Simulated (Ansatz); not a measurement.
Ansatz (an electronic-structure program) run on LuP (Fm-3m, 2 atoms in the cell): relaxation of cell and atoms.

Method of the run: LDA (PW92), default PAW files made with PBE (plane waves; Ansatz).

The change in words: atoms on their sites; basis.ecutwfc: 420 eV → 210 eV; relax: default → cell and atoms. Reference geometry:
```xyz
2
Lattice="0.0000 2.7480 2.7480 2.7480 0.0000 2.7480 2.7480 2.7480 0.0000" Properties=species:S:1:pos:R:3 pbc="T T T"
Lu     0.0000     0.0000     0.0500
P      2.7480     2.7480     2.7480
```

Reference input (self-consistent single point, DFT, LDA (PW92), plane waves, default PAW files made with PBE): basis.ecutwfc = 420 eV; kpoints.mp_grid.grid = 10 10 10; hamiltonian.xc = lda; hamiltonian.pseudopotentials = {kind: paw} (the program's default PAW files); scf.occupations.method = fermi_dirac; scf.occupations.width = 0.1 eV. This run's input differs from it in these lines:

Ansatz 0.2 input:
```diff
@@ -7,6 +7,6 @@
   atoms:
-    - { symbol: Lu, position: [0.00909700, 0.00909700, -0.00909700] }
+    - { symbol: Lu, position: [0.00000000, 0.00000000, 0.00000000] }
     - { symbol: P, position: [0.50000000, 0.50000000, 0.50000000] }
 basis:
-  ecutwfc: 420.0
+  ecutwfc: 210.0
 kpoints:
@@ -18,2 +18,4 @@
   occupations: { method: fermi_dirac, width: 0.1 }
+relax:
+  cell: {}
 output:
```

The program printed (abridged):

```
   [... SCF lines of the steps left out ...]
relax step   1: F+E_penalty+E_count = -15216.16347352 eV  Δ(F+E_penalty+E_count) = +0.000e0 eV  max|allowed force component| = 1.545e-30 eV/Å  Δτ_max = 0.0000 Å  P = -2.886 GPa  Ω = 41.505 Å³  (8 SCF iters, dr2 threshold 1.00e-7 eV, accepted)
relax step   2: F+E_penalty+E_count = -15217.91983678 eV  Δ(F+E_penalty+E_count) = -1.756e0 eV  max|allowed force component| = 1.504e-30 eV/Å  Δτ_max = 0.0000 Å  P = +30.082 GPa  Ω = 39.074 Å³  energy of the carried Pulay correction = +1.957e0 eV  [...]
   [... lines left out ...]
relax step 119: F+E_penalty+E_count = -15216.20843383 eV  Δ(F+E_penalty+E_count) = -1.793e-2 eV  max|allowed force component| = 8.217e-30 eV/Å  Δτ_max = 0.0000 Å  P = -0.002 GPa  Ω = 40.301 Å³  energy of the carried Pulay correction = +1.791e-2 eV  [...]
relax step 120: F+E_penalty+E_count = -15216.14777514 eV  Δ(F+E_penalty+E_count) = +6.066e-2 eV  max|allowed force component| = 1.857e-30 eV/Å  Δτ_max = 0.0000 Å  P = +0.221 GPa  Ω = 40.301 Å³  stress off target by 2.21e-1 GPa  SCF on the basis [...]
basis re-selected at this cell: Δ(F+E_penalty+E_count) = +6.066e-2 eV, ΔP = +0.223 GPa vs the last step
   [... lines left out ...]
Free energy (F): -15216.147775 eV
Fermi energy:    12.796201 eV
Error: variable-cell relaxation did not converge after 120 `relax_step` rows, as none of its last 59 fresh-basis SCF(s) at a relaxed cell met both thresholds with a finite energy. The last misses `relax.cell.stress_tol`: largest allowed force component 1.86e-30 eV/Å (`relax.f_tol` 1.00e-2 eV/Å), stress off the target on the free part of the cell 2.21e-1 GPa (`relax.cell.stress_tol` 5.00e-2 GPa), F+E_penalty+E_count -15216.14777514 eV. The closest is row 112, whose structure comes with this error. Larger ratio of force or stress to its threshold at each such SCF whose figures are numbers: 46.072, 41.660, 39.181, 26.742, 8.430, 9.507, 13.050, 13.306, 14.125, 14.145, 11.701, 15.960, [...]
   [... lines left out ...]
to start a new deck from the relaxed geometry:
  cell:  # Å, volume = 40.2835 Å³
    - [4.5632238512868325e-32, 2.720814545428378, 2.720814545428378]
    - [2.720814545428378, 4.1294808368330444e-32, 2.720814545428378]
    - [2.720814545428378, 2.720814545428378, 3.0782416293730485e-32]
  atoms:
    - { symbol: Lu, position: [2.284066804260376e-47, -2.0169244879726128e-47, -3.680728331648343e-47] }
    - { symbol: P, position: [0.5, 0.5, 0.5] }
```

The relaxation ended unconverged. 

The starting cell comes from a database of computed structures (which also holds hypothetical and non-ambient phases and stackings), without a prior relaxation at this level. Its lattice was rescaled by up to half a per cent. The cutoff lies below the one recommended for these files.

Cost on one core of a shared machine: roughly 2 min.
